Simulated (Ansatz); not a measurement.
Worked example: self-consistent single point of PtS₂ (P-3m1, 3 atoms in the cell) in Ansatz (a quantum-chemistry and plane-wave program).

Method of the run: PBE with spin-orbit coupling (plane waves, PAW; Ansatz).

```
CELL_PARAMETERS angstrom
      1.79106    -3.10221     0.00000
      1.79106     3.10221     0.00000
      0.00000     0.00000     5.09998
ATOMIC_POSITIONS crystal
  Pt 0.00000 0.00000 0.00000
  S  0.33333 0.66667 0.23000
  S  0.66667 0.33333 0.77000
```

Reference input (self-consistent single point, DFT, PBE, plane waves, default PAW files): kpoints.mp_grid.grid = 6 6 4; hamiltonian.xc = pbe; hamiltonian.pseudopotentials = {kind: paw} (the program's default PAW files); scf.occupations.method = fermi_dirac; scf.occupations.width = 0.0015 Ry. This run's input differs from it in these lines:

Ansatz 0.2 input:
```diff
@@ -14,2 +14,5 @@
   pseudopotentials: { kind: paw }
+magnetization:
+  noncollinear: true
+  spin_orbit: true
 scf:
```

Log, with long lists cut:

```
SCF iter   1: F=—  HF=-14363.418602 eV  |F-HF|=—  |Δ(HF+E_count)|=         —  Δρ=8.15e-2  dr2=3.25e0  dr2_m=0.00e0 (ungated)  ethr=3.10e-3  |M|=0.00e0 ∫|m|=0.00e0 μB  |m|>n=0.0e0 m-floor=0.0e0 τ_xc=0.0e0  β_m=0.30  ⟨swp⟩=8.2  Hψ=2278  notcnv=0
all-band conjugate gradients solve this SCF's bands
preconditioner: auto → Resta (q_TF=auto, 2.454 Å⁻¹)
   [... lines left out ...]
SCF iter   7: F=—  HF=-14362.827884 eV  |F-HF|=—  |Δ(HF+E_count)|=   1.70e-5  Δρ=2.09e-5  dr2=2.46e-7  dr2_m=0.00e0 (ungated)  ethr=3.76e-8  |M|=0.00e0 ∫|m|=0.00e0 μB  |m|>n=0.0e0 m-floor=0.0e0 τ_xc=0.0e0  β_m=0.98  ⟨swp⟩=2.0  Hψ=695  notcnv=0  defer=94
SCF iter   8: F=-14362.827885 eV  HF=-14362.827885 eV  |F-HF|=2.10e-8  |Δ(HF+E_count)|=   6.33e-7  Δρ=5.49e-6  dr2=2.42e-8  dr2_m=0.00e0 (ungated)  ethr=3.33e-10  |M|=0.00e0 ∫|m|=0.00e0 μB  |m|>n=0.0e0 m-floor=0.0e0 τ_xc=0.0e0  ⟨swp⟩=10.3  Hψ=2085  notcnv=0
SCF 1 converged in 8 iterations: F = -14362.827885 eV  dr2 = 2.42e-8
Magnetization: |M| = 0.0000 μB,  M = (+0.0000, +0.0000, +0.0000) μB
Absolute magnetization: 0.0000 μB (∫|m|)
  site 0: m = (+0.0000, +0.0000, +0.0000) μB, |m| = 0.0000 μB  (R = 0.98 Å)
  site 1: m = (+0.0000, +0.0000, +0.0000) μB, |m| = 0.0000 μB  (R = 0.98 Å)
  site 2: m = (+0.0000, +0.0000, +0.0000) μB, |m| = 0.0000 μB  (R = 0.98 Å)
Free energy (F): -14362.827885 eV
Internal energy: -14362.827885 eV  (E = F + TS)
E sigma→0 (E₀):  -14362.827885 eV
Fermi energy:    10.821852 eV
--- Forces (eV/Å), atoms counted from 1 ---
  atom   1  Pt    -0.00000000     0.00000000     0.00000000
  atom   2  S     -0.00000000     0.00000000     0.56952806
  atom   3  S      0.00000000    -0.00000000    -0.56952806
--- Stress (GPa, compression-positive) ---
        4.671678      -0.000000       0.000000
       -0.000000       4.671678       0.000000
        0.000000       0.000000       5.543331
  P = ⅓ Tr σ = 4.9622 GPa (49.622 kbar)
  The stress holds the Pulay correction. Without it, at fixed plane waves, as pw.x and ABINIT print it: P = 4.9306 GPa
```

The run converged in 8 iterations. Against the reference run the pressure moves little (4.93 to 4.96 GPa), the largest force goes from 0.550 to 0.570 eV/Å and the gap on the mesh goes from 0.903 to 0.938 eV.

The starting cell has typed, rounded lattice constants, without a prior relaxation at this level. Its lattice was rescaled by a random factor within 2.5 % of one. With a pressure of about 5 GPa the cell is away from its equilibrium volume at this level. Ansatz's pressure includes its estimate of the finite-basis (Pulay) stress.
